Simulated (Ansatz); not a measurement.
# MgS under a change: S → W

Start from MgS in the rock salt structure (space group Fm-3m, No. 225; a = 5.203 Å).

One thing is altered: W takes the place of S on all its sites; the structure is relaxed again.

Level of theory: Ansatz (an electronic-structure program) r2SCAN, without spin-orbit coupling. Settings: 15×15×15 k-points, 0.05 eV Fermi–Dirac smearing, for the changed cell.

```yaml
volume_per_atom: 18.27 Å³ (base 17.61 Å³)
density: 9.46 g/cm³ (base 2.66 g/cm³)
lattice_parameter_a: 5.267 Å (base 5.203 Å)
space_group: Fm-3m (No. 225) (base Fm-3m (No. 225))
band_gap: zero (base 3.46 eV)
```

Final structure:

```xyz
2
Lattice="0.0000 2.6337 2.6337 2.6337 0.0000 2.6337 2.6337 2.6337 0.0000" Properties=species:S:1:pos:R:3 pbc="T T T"
W      0.0000     0.0000     0.0000
Mg     2.6337     2.6337     2.6337
```

Whether these cells are dynamically stable was not tested. As relaxed here, MgW is a hypothetical phase, not in the database extracts checked. The final runs are not spin-polarised.
